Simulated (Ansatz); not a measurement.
# Hypothetical fluorite ZrS2: biaxial strain −0.53 %, plane normal [110], relaxed out of plane

Consider ZrS₂ in the fluorite structure (space group Fm-3m, No. 225; a = 6.256 Å; a hypothetical phase, not in the database extracts checked). Axes: x, y, z lie along the cube axes.

One thing is altered: compressive biaxial strain of 0.53 % in the plane normal to [110], as in epitaxy on a mismatched substrate; the out-of-plane cell vector and the atoms relax.

Method: r2SCAN (Ansatz, a program for electronic structure), no SOC. k-mesh 9×9×9 (Γ-centred); smearing 0.05 eV (Fermi–Dirac).

The space group goes from Fm-3m (No. 225) to Immm (No. 71) and the shortest interatomic distance falls by 0.016 bohr to 5.103 bohr. The energy grows by 0.4 meV/atom and the band gap drops by 0.08 eV to 0.05 eV. The gap character amounts to indirect, X → Γ and the smallest direct gap decreases by 0.05 eV (0.22 eV → 0.17 eV). The out-of-plane strain comes out as +0.71 % and the mean in-plane stress (compression positive) amounts to +0.6 GPa.

Final structure (turned so that z lies along the plane normal):

```
ZrS2
1.0
    4.40042     0.00000     0.00000
    0.00000     6.22313     0.00000
    2.20021     3.11156     2.22755
Zr S
1 2
Direct
  0.00000   0.00000   0.00000
  0.50000   0.74843   0.00000
  0.50000   0.25157   0.00000
```

Whether these cells are dynamically stable was not tested. A zero or small gap of ZrS2 can be the functional's error rather than a property of the material. k-point labels follow each cell's own Brillouin zone.
